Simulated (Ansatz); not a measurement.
The reference is TiO₂ in the anatase structure (space group I4_1/amd, No. 141).

```yaml
crystal:
  lattice:
    - [-1.89941, 1.89941, 4.85035]
    - [1.89941, -1.89941, 4.85035]
    - [1.89941, 1.89941, -4.85035]
  atoms:
    - { symbol: Ti, position: [0.75000, 0.25000, 0.50000] }
    - { symbol: Ti, position: [0.00000, 0.00000, 0.00000] }
    - { symbol: O, position: [0.54355, 0.04355, 0.50000] }
    - { symbol: O, position: [0.79355, 0.79355, 0.00000] }
    - { symbol: O, position: [0.20645, 0.20645, 0.00000] }
    - { symbol: O, position: [0.95645, 0.45645, 0.50000] }
```

The values are results of DFT with PBE, PAW potentials and a 420 eV plane-wave cutoff in Ansatz (a program for electronic structure), no spin-orbit coupling, not measurements.

Base values:

| Property | Result |
|---|---|
| Band gap | 2.13 eV |
| Volume per atom | 11.67 Å³ |

It is then changed as follows: a negative pressure, −2 GPa.

Task: Predict the new band gap.

Result: The band gap stays 2.13 eV.

Task: What happens to the volume per atom?

Result: The volume per atom rises by 0.137 Å³ to 11.80 Å³.

Load acts through the strain it causes; cell and atoms are relaxed under it. No phonon test of stability was made. All final runs are without spin polarisation.
